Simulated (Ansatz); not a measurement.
We consider Si (P6₃/mmc, No. 194, 4 atoms in the cell; start mp-165; another form than the element's usual one), described by r²SCAN+rVV10 in Ansatz (PAW).

Numerical settings: plane-wave cutoff 560 eV, 12×12×6 k mesh (along the axes of the cell as run), Fermi–Dirac smearing 0.01 eV, scalar-relativistic PAW data made under PBE.

Cell (relaxed at this level):

```
CELL_PARAMETERS angstrom
      3.82545     0.00000     0.00000
     -1.91272     3.31294     0.00000
      0.00000     0.00000     6.33353
ATOMIC_POSITIONS crystal
  Si 0.33333 0.66667 0.06314
  Si 0.66667 0.33333 0.93686
  Si 0.66667 0.33333 0.56314
  Si 0.33333 0.66667 0.43686
```

Question: Estimate the band gap that the calculation returns.

Answer: 
- band gap: 0.56 eV (on the SCF k mesh)

Note: the relaxation could not lower the start's symmetry, so the cell can be a saddle point above a distorted one.

Static lattice: no zero-point or thermal effects.

The result took very roughly 50 core-seconds.

A start named mp-… is a Materials Project structure, which need not be a measured phase.

Ansatz is a first-principles code.
